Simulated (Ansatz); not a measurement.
**Be2C under a change: uniaxial stress, 3 GPa compression along z**

Take Be₂C (space group Fm-3m, No. 225; a = 4.310 Å) as the base. Axes: x, y, z lie along the cube axes.

The change: uniaxial stress, 3 GPa compression along z; all other stress components relax to zero.

Calculations: plane-wave PAW DFT at the PBEsol level (Ansatz, a first-principles code, 420 eV), no SOC, earlier PAW set. Γ-centred 13×13×13 mesh, Fermi–Dirac width 0.05 eV.

The volume per atom shrinks by 0.03 Å³ (6.67 Å³ → 6.64 Å³) and the shortest interatomic distance shrinks by 0.003 Å (1.866 Å → 1.863 Å). The energy goes up by 0.3 meV/atom and the band gap falls by 0.08 eV to 1.00 eV. The gap character is indirect, Γ → M and the smallest direct gap drops by 0.07 eV to 4.05 eV. The electron mass changes from 0.70 mₑ along k, 0.23 mₑ across (at X) to 0.69 mₑ along k, 0.23 mₑ across (at X) and the hole mass amounts to 0.42 mₑ along z, 0.25 mₑ across (at Γ). The valence-band top at Γ (three highest levels, from the VBM) becomes 0.00, -0.04, -0.04 eV (base: 0.00, 0.00, 0.00 eV) and the valley order (the lowest conduction-band minima on the path, energy above the VBM, named in the base's zone) goes from X along ⟨100⟩ 1.08 eV to X along [001] 1.00 eV; X along [100] 1.08 eV. The strain response (xx, yy, zz) comes out as (+0.02, +0.02, −0.51) % and the secant Young's modulus along z comes out as 590 GPa. The mean lateral Poisson ratio is 0.03.

Final structure:

```xyz
3
Lattice="0.0000 2.1553 2.1439 2.1553 0.0000 2.1439 2.1553 2.1553 0.0000" Properties=species:S:1:pos:R:3 pbc="T T T"
Be     3.2330     3.2330     3.2159
Be     1.0777     1.0777     1.0720
C      0.0000     0.0000     0.0000
```

Effective masses come from finite differences of ±0.01 Å⁻¹. Along k means along the line from Γ to the band edge. Stability under load was not tested beyond the relaxation. Labels are those of the standard path for the cell's own space group.
